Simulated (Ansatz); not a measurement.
The starting structures come from a database of crystals and need not be the phases stable at ambient conditions.

Here is the system:

```xyz
4
Lattice="4.6136 0.0000 0.0000 0.0000 4.6136 0.0000 0.0000 0.0000 6.4905" Properties=species:S:1:pos:R:3 pbc="T T T"
Mg     2.3068     2.3068     3.2452
Cd     0.0000     0.0000     0.0000
Te     0.0000     2.3068     1.6580
Te     2.3068     0.0000     4.8325
```

Space group of this cell: P-4m2. The cell is taken as given; by LDA its mean pressure is -2.2 GPa.

Transport runs along the normal of the first two printed cell vectors, the (001) plane of the conventional cell.

No gap correction and no spin-orbit coupling; mid-gap values are interpolated between computed energies.

Task: Compute, with Ansatz (a quantum-chemistry and plane-wave program) with LDA, the band gap and the smallest decay constant κ at mid-gap.

Result: Gap 1.22 eV on a 8×8×6 mesh; κ = 0.098 1/Å, at the zone centre.
